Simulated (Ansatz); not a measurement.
## Ag in the diamond structure (space group Fd-3m, No. 227; a hypothetical phase, not in the database extracts checked)

```yaml
crystal:
  lattice:
    - [0.00000, 3.10891, 3.10891]
    - [3.10891, 0.00000, 3.10891]
    - [3.10891, 3.10891, 0.00000]
  atoms:
    - { symbol: Ag, position: [0.75000, 0.75000, 0.75000] }
    - { symbol: Ag, position: [0.50000, 0.50000, 0.50000] }
```

Calculations: DFT with PBE, PAW potentials and a 420 eV plane-wave cutoff in Ansatz (an electronic-structure program), spin-orbit coupling left out. Γ-centred 13×13×13 mesh, Fermi–Dirac width 0.05 eV.

* **Volume per atom**: 30.05 Å³
* **Density**: 5.96 g/cm³
* **Band gap**: zero
* **Total energy**: -7589.769 eV/atom (σ→0; compares only within this code and set-up)

Stability against distortions was not tested.
